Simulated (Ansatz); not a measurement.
Consider BN in the zinc blende structure (space group F-43m, No. 216; a = 3.6247 Å).

Levels (all Ansatz, a quantum-chemistry and plane-wave program, PAW): PBE (420 eV, no SOC); HSE06+SOC (420 eV, noncollinear with spin-orbit coupling).

The geometry is relaxed with PBE.

| Item | Result |
|---|---|
| PBE lowest conduction level above the VBM at special points | X 4.46 eV; U 6.90 eV; K 6.90 eV; Γ 8.79 eV |
| PBE valence-band top at Γ | 0.00, 0.00, 0.00 eV |

Q: Predict the lowest conduction level above the VBM at special points and valence-band top at Γ from HSE06+SOC.

A: The lowest conduction level above the VBM at special points becomes X 5.77 eV; U 8.34 eV; K 8.34 eV; Γ 10.51 eV (PBE: X 4.46 eV; U 6.90 eV; K 6.90 eV; Γ 8.79 eV); the valence-band top at Γ (three highest Kramers pairs, from the VBM) becomes 0.00, 0.00, -0.02 eV (PBE: 0.00, 0.00, 0.00 eV). The threefold valence maximum splits by Δso ≈ 22 meV.

Single points use the geometry relaxed with PBE. HSE06 was sampled on its mesh, a few special points and the semilocal edge points, so its gap is an upper bound. The spin-orbit shifts are approximate. The levels and masses belong to the bands next to the band gap. Whether these cells are dynamically stable was not tested.
